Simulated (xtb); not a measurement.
xtb 6.7.1, GFN1-xTB: Hf(OMe)3(NH2) (C[O][Hf]([NH2])([O]C)[O]C), 19 atoms. The geometry is a generated start, not checked to be a minimum at this level.

| Item | Result |
|---|---|
| method | GFN1-xTB |
| --acc | 1 (default) |
| --etemp (K) | 300 (default) |
| detailed input (--input) | none: ANC optimiser, Lindh (1995) Hessian, microcycle=20, maxdispl=1.0, hlow=0.01 (default) |
| basis functions | 60 |
| valence electrons | 50 |

```xyz
19

Hf     0.3660     0.1160     0.3039
O     -1.3128     0.0350    -0.5241
C     -2.3079    -0.5316     0.2781
H     -2.7407     0.2221     0.9576
H     -3.1180    -0.9104    -0.3617
H     -1.9114    -1.3732     0.8732
O      1.5620     0.7191    -1.0139
C      1.1868     2.0016    -1.4227
H      1.3303     2.7303    -0.6055
H      1.8145     2.3128    -2.2699
H      0.1321     2.0157    -1.7496
O      0.7378    -1.6058     0.9310
C      1.1155    -2.3803    -0.1763
H      1.6471    -1.7640    -0.9277
H      1.7878    -3.1844     0.1557
H      0.2290    -2.8471    -0.6404
N      0.1516     1.3798     1.8352
H     -0.1428     0.9410     2.7115
H     -0.5269     2.1234     1.6456
```

Charge 0 and multiplicity 1 are set for this test and not shown to be the ground state.

The structure is relaxed from this start with --opt LEVEL for the levels crude, sloppy, loose, lax, normal, tight, vtight, extreme, once each. Up to the end of the extreme run atoms move by at most 1.4 Å along an axis.

Problem. What is the loosest level that ends within 1 meV of the extreme run, and how many cycles does it take?

Solution. tight: 41 cycles against 128, ending 0.57 meV above.

```tsv
level	cycles	energy above the extreme run (meV)	gradient norm (eV/Å)
crude	18	21	0.31
sloppy	22	6.3	0.12
loose	23	5.7	0.051
lax	24	5.2	0.095
normal	32	1.4	0.037
tight	41	0.57	0.018
vtight	59	0.44	0.0012
extreme	128	—	0.0024
```
